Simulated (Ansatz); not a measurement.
## GaAs, response to strain and stress

The reference is GaAs in the zinc blende structure (space group F-43m, No. 216).

```
CELL_PARAMETERS angstrom
      0.00000     2.82951     2.82951
      2.82951     0.00000     2.82951
      2.82951     2.82951     0.00000
ATOMIC_POSITIONS crystal
  As 0.75000 0.75000 0.75000
  Ga 0.00000 0.00000 0.00000
```

Cartesian axes are those of the cell as printed.

Strains are applied to the cell and any free atomic positions relax; under biaxial strain the out-of-plane vector relaxes too; under stress the whole cell relaxes.

Calculations: Ansatz (a first-principles code), PBEsol, PAW, cutoff 420 eV, scalar-relativistic without spin-orbit coupling.

Q: Only one of these has no band gap. Which?
A) uniaxial strain ε_xx = −0.48 %
B) biaxial strain −0.13 %, plane normal [111], relaxed out of plane
C) uniaxial stress, 2 GPa tension along z
D) uniaxial strain ε_zz = +5.69 %

A: D, uniaxial strain ε_zz = +5.69 %. Computed: uniaxial stress, 2 GPa tension along z: 0.28 eV; uniaxial strain ε_xx = −0.48 %: 0.44 eV; uniaxial strain ε_zz = +5.69 %: zero; biaxial strain −0.13 %, plane normal [111], relaxed out of plane: 0.43 eV

Stability under load was not tested beyond the relaxation. The final runs are not spin-polarised. The zero or small gap of GaAs under uniaxial stress, 2 GPa tension along z and GaAs under uniaxial strain ε_zz = +5.69 % can change with the level of theory.
